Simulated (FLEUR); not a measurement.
Band structure of Cu (Fm-3m, 1 atom in the cell).

```xyz
1
Lattice="0.0000 1.8050 1.8050 1.8050 0.0000 1.8050 1.8050 1.8050 0.0000" Properties=species:S:1:pos:R:3 pbc="T T T"
Cu     0.0000     0.0000     0.0000
```

Computed with PBE, all-electron FLAPW (FLEUR), scalar-relativistic valence.

Settings: Kmax = 3.6 1/bohr; GmaxXC = 14.4 1/bohr; xcFunctional = pbe; jspins = 1; l_soc = F; mode = hist; fermiSmearingEnergy = 0.00734986 Htr; mesh (inpgen div1-3) = 21 21 21; inpgen gamma flag = false; Gmax = 14.4 1/bohr; numbands = 0; maxIterBroyd = 25; imix = Anderson; alpha = 0.05.

The starting cell has typed, rounded lattice constants, without a prior relaxation at this level. Spin polarisation is off. Values depend on the basis (sphere radii, cutoffs, local orbitals), which need not be converged.

These are the values that this program gave, and no reference: the default basis lacks the next d shell.

Levels in eV from the Fermi level, bands 2 to 8:
```json
[
 {"point": "Γ", "2": "-3.12", "3": "-3.12", "4": "-3.12", "5": "-2.27", "6": "-2.27", "7": "22.70", "8": "25.34"},
 {"point": "X", "2": "-4.51", "3": "-1.72", "4": "-1.56", "5": "-1.56", "6": "1.47", "7": "7.26", "8": "13.09"},
 {"point": "W", "2": "-3.62", "3": "-3.62", "4": "-2.32", "5": "-1.56", "6": "6.25", "7": "6.25", "8": "8.52"},
 {"point": "K", "2": "-4.15", "3": "-2.84", "4": "-2.15", "5": "-1.76", "6": "4.35", "7": "5.78", "8": "7.96"},
 {"point": "L", "2": "-3.15", "3": "-3.15", "4": "-1.71", "5": "-1.71", "6": "-1.03", "7": "3.78", "8": "21.18"},
 {"point": "U", "2": "-4.15", "3": "-2.84", "4": "-2.15", "5": "-1.76", "6": "4.35", "7": "5.78", "8": "7.96"}
]
```
